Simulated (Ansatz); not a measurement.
BP (I-4m2), r2SCAN with spin-orbit coupling, rigid bands (Ansatz, a first-principles code): Condition of this run: uniaxial stress along [001] of -20 GPa (compression positive) (the target of the relaxation). band gap 0.88 eV, N_c = 2.51e19 cm⁻³ and N_v = 1.18e19 cm⁻³ at 300 K, conductivity masses along x (a = (0.00, 2.24, 2.40) Å; b = (2.24, 0.00, 2.40) Å; c = (2.24, 2.24, 0.00) Å) of 0.379 mₑ (electrons) and 0.331 mₑ (holes). Take k_BT = 0.02585 eV.

### Question
What built-in voltage has an abrupt junction with N_A = 1e17 and N_D = 1e18 cm⁻³, all dopants ionised?

### Answer
V_bi = E_g/e − (k_BT/e) ln(N_c N_v/(N_A N_D)) = 0.88 − 0.02585 × 7.99 = 0.67 V. It follows the computed gap one for one.

### Question
What thermal injection velocity √(2k_BT/πm) limits a ballistic channel along the direction named?

### Answer
8.74e6 cm/s for electrons and 9.35e6 cm/s for holes, a ratio of √(m_h/m_e) = 0.935, for dilute carriers.

### Question
Find the intrinsic carrier density and the intrinsic Fermi level.

### Answer
n_i = √(N_c N_v) exp(−E_g/2k_BT) = 1.72e19 × exp(−17.02) = 7.0e11 cm⁻³. The level lies (k_BT/2) ln(N_v/N_c) = -10 meV from mid-gap (positive towards the conduction band). Each 0.1 eV added to the gap lowers n_i by a factor of 6.9.

Rigid, parabolic bands with the computed gap; masses take one relaxation time for all states. Geometry: cell and atoms relaxed with PBEsol.
